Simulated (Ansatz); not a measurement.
# PbTe under a change: x(S) = 0.25, 8 atoms, R-3m

Take PbTe in the rock salt structure (space group Fm-3m, No. 225; a = 6.569 Å) as the base.

The other end (x = 1) is PbS in the rock salt structure (space group Fm-3m, No. 225): 27.12 Å³/atom, gap 0.50 eV.

Modification: a fraction x = 0.25 of the Te sites is given to S, ordered in a cell of 8 atoms (starting symmetry R-3m) and fully relaxed.

Level of theory: PBE (Ansatz, a program for electronic structure), no spin-orbit coupling, earlier PAW set. k-mesh 9×9×9 (Γ-centred); smearing 0.05 eV (Fermi–Dirac).

| quantity | base | changed | shift |
|---|---|---|---|
| density | 7.84 g/cm³ | 7.78 g/cm³ | -0.06 g/cm³ |
| shortest interatomic distance | 3.285 Å | 3.062 Å | -0.223 Å |
| band gap | 0.83 eV | 0.68 eV | -0.15 eV |
| gap character (in this cell's own zone, which can be folded) | – | indirect, Γ → F | – |
| hole mass | 0.50 mₑ along k, 0.092 mₑ across (at L) | 0.32 mₑ along c, 0.11 mₑ across (at Γ) | – |
| valence-band top at Γ (three highest levels, from the VBM) | – | 0.00, -0.72, -0.72 eV | – |
| mixing energy | – | +17 meV/atom | – |
| deviation of the volume from the linear (Vegard-type) interpolation | – | -0.6 % | – |
| bowing parameter b of this ordering, from Eg = [1−x] Eg[0] + x Eg[1] − b x [1−x] | – | 0.4 eV | – |
| mean first-shell distances | – | Te–Pb 3.267 Å (end compound 3.285 Å), S–Pb 3.062 Å (end compound 3.005 Å) | – |

Final structure:

```
CELL_PARAMETERS angstrom
      2.27134     1.31136    14.84505
     -2.27134     1.31136    14.84505
      0.00000    -2.62272    14.84505
ATOMIC_POSITIONS crystal
  S  0.00000 0.00000 0.00000
  Te 0.25392 0.25392 0.25392
  Te 0.50000 0.50000 0.50000
  Te 0.74608 0.74608 0.74608
  Pb 0.63119 0.63119 0.63119
  Pb 0.87698 0.87698 0.87698
  Pb 0.12302 0.12302 0.12302
  Pb 0.36881 0.36881 0.36881
```

Cost of the whole job for the changed cell (relaxation, final SCF and bands): about 12 core-minutes (a rough figure).

Each cell is one ordered arrangement of few atoms, which overstates ordering effects compared with a random alloy. Spin-orbit coupling, missing from the scalar runs, can matter with Pb and Te. Effective masses come from finite differences of ±0.01 Å⁻¹. Along k means along the line from Γ to the band edge. Whether these cells are dynamically stable was not tested. k-point labels follow each cell's own Brillouin zone.
